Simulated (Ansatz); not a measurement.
System: CaZrN₂ (model structure, started from the MgZrN2 type, I4₁/amd, No. 141, 8 atoms in the cell). Method: r²SCAN (Ansatz, a quantum-chemistry and plane-wave program, plane waves, PAW).

The run printed, among other lines:

```
Crystal: 8 atoms, lattice volume = 105.248 Å³
Basis set: ecut = 560 eV, 3139 PW (Γ), exchange–correlation on 135×135×135 points (27 copies of the dense FFT grid, shifted against one another)
Bands: 40, of which v1, the nominal top of the filled ones, is band 32 counted from 1 (31 counted from 0)
Symmetry: 16 space group operations
Space group: I41/amd (ITA 141), of the structure as read, at distance tolerance 4.7e-5 Å
k-points: 349 of 4096
Functional: x = r2scan, c = r2scan; τ floored in thin density (d = 2e-4 eV/Å³)
SCF iter   1: F=—  HF=-13585.864805 eV  |F-HF|=—  |Δ(HF+E_count)|=         —  Δρ=1.38e-2  dr2=3.10e-1  dr2_τ=4.17e-1
SCF iter   2: F=—  HF=-13586.084856 eV  |F-HF|=—  |Δ(HF+E_count)|=   2.20e-1  Δρ=6.48e-3  dr2=1.85e-2  dr2_τ=1.19e-2
  ...
SCF iter   8: F=—  HF=-13586.085269 eV  |F-HF|=—  |Δ(HF+E_count)|=   1.11e-7  Δρ=5.53e-6  dr2=4.44e-8  dr2_τ=8.44e-10
SCF iter   9: F=-13586.085269 eV  HF=-13586.085269 eV  |F-HF|=6.55e-11  |Δ(HF+E_count)|=   6.72e-9  Δρ=3.48e-7  dr2=1.44e-10  dr2_τ=1.27e-11
SCF 1 converged in 9 iterations: F = -13586.085269 eV  dr2 = 1.44e-10
SCF converged after 9 iterations
Free energy (F): -13586.085269 eV
Internal energy: -13586.085212 eV  (E = F + TS)
E sigma→0 (E₀):  -13586.085241 eV
Fermi energy:    12.032343 eV
--- Forces (eV/Å), atoms counted from 1 ---
  atom   1  Ca     0.00000000    -0.00000000     0.00000000
  atom   2  Ca     0.00000000     0.00000000     0.00000000
  atom   3  Zr     0.00000000    -0.00000000     0.00000000
  atom   4  Zr     0.00000000    -0.00000000     0.00000000
  atom   5  N      0.00000000    -0.00000000    -0.00022731
  atom   6  N     -0.00000000    -0.00000000    -0.00022731
  atom   7  N      0.00000000     0.00000000     0.00022731
  atom   8  N     -0.00000000    -0.00000000     0.00022731
--- Stress (GPa, compression-positive) ---
        0.001204       0.000000       0.000000
        0.000000       0.001204      -0.000000
       -0.000000      -0.000000       0.004668
  P = ⅓ Tr σ = 0.0024 GPa (0.024 kbar)
```

Question: Write an input file that could have produced this run (the log leaves some choices open).

Answer: This is not unique; one that fits is 
Ansatz 0.2 input:
```yaml
crystal:
  lattice:
    - [-2.3452067085, 2.3452067085, 4.7840091953]
    - [2.3452067085, -2.3452067085, 4.7840091953]
    - [2.3452067085, 2.3452067085, -4.7840091953]
  atoms:
    - { symbol: Ca, position: [0.5, 0.5, 0.0] }
    - { symbol: Ca, position: [0.25, 0.75, 0.5] }
    - { symbol: Zr, position: [0.75, 0.25, 0.5] }
    - { symbol: Zr, position: [0.0, 0.0, 0.0] }
    - { symbol: N, position: [0.5196848594, 0.0196848594, 0.5] }
    - { symbol: N, position: [0.7696848594, 0.7696848594, 0.0] }
    - { symbol: N, position: [0.2303151406, 0.2303151406, 0.0] }
    - { symbol: N, position: [0.9803151406, 0.4803151406, 0.5] }
basis:
  ecutwfc: 560
  ecutrho_ratio: 4
  xc_grid: 3
kpoints:
  mp_grid: { grid: [16, 16, 16] }
  band_path:
    path:
      - [0.0, 0.0, 0.0]
      - [0.0, 0.0, 0.055556]
      - [0.0, 0.0, 0.111111]
      - [0.0, 0.0, 0.166667]
      - [0.0, 0.0, 0.222222]
      - [0.0, 0.0, 0.277778]
      - [0.0, 0.0, 0.333333]
      - [0.0, 0.0, 0.388889]
      - [0.0, 0.0, 0.444444]
      - [0.0, 0.0, 0.5]
      - [0.125, 0.125, 0.375]
      - [0.25, 0.25, 0.25]
      - [0.208333, 0.291667, 0.208333]
      - [0.166667, 0.333333, 0.166667]
      - [0.125, 0.375, 0.125]
      - [0.083333, 0.416667, 0.083333]
      - [0.041667, 0.458333, 0.041667]
      - [0.0, 0.5, 0.0]
      - [0.0, 0.428571, 0.0]
      - [0.0, 0.357143, 0.0]
      - [0.0, 0.285714, 0.0]
      - [0.0, 0.214286, 0.0]
      - [0.0, 0.142857, 0.0]
      - [0.0, 0.071429, 0.0]
      - [0.083333, 0.083333, -0.083333]
      - [0.166667, 0.166667, -0.166667]
      - [0.25, 0.25, -0.25]
      - [0.333333, 0.333333, -0.333333]
      - [0.416667, 0.416667, -0.416667]
      - [0.5, 0.5, -0.5]
      - [0.45252, 0.54748, -0.45252]
      - [0.405039, 0.594961, -0.405039]
      - [0.357559, 0.642441, -0.357559]
      - [0.310078, 0.689922, -0.310078]
      - [-0.310078, 0.310078, 0.310078]
      - [-0.271319, 0.271319, 0.271319]
      - [-0.232559, 0.232559, 0.232559]
      - [-0.193799, 0.193799, 0.193799]
      - [-0.155039, 0.155039, 0.155039]
      - [-0.116279, 0.116279, 0.116279]
      - [-0.07752, 0.07752, 0.07752]
      - [-0.03876, 0.03876, 0.03876]
      - [-0.120157, 0.120157, 0.5]
      - [0.5, 0.5, -0.120157]
      - [0.5, 0.5, -0.183464]
      - [0.5, 0.5, -0.246771]
      - [0.5, 0.5, -0.310078]
      - [0.5, 0.5, -0.373386]
      - [0.5, 0.5, -0.436693]
    npoints: 1
hamiltonian:
  xc: r2scan
  dispersion: none
  pseudopotentials: { kind: paw }
scf:
  occupations: { method: fermi_dirac, width: 0.05 }
  convergence: { dr2_threshold: 0.0000000008 }
output:
  forces: true
  stress: true
  eigenvalues: true
  write_bands: true
```

The PAW data were made under PBE.

Note: the relaxation could raise the start's symmetry but not lower it, so the cell can be a saddle point.

Computing time: about 4 core-minutes (a rough figure).

A model structure was made by putting elements into a prototype or built by hand; it is no filed structure, need not be a known phase, and can be a saddle point held by its symmetry.
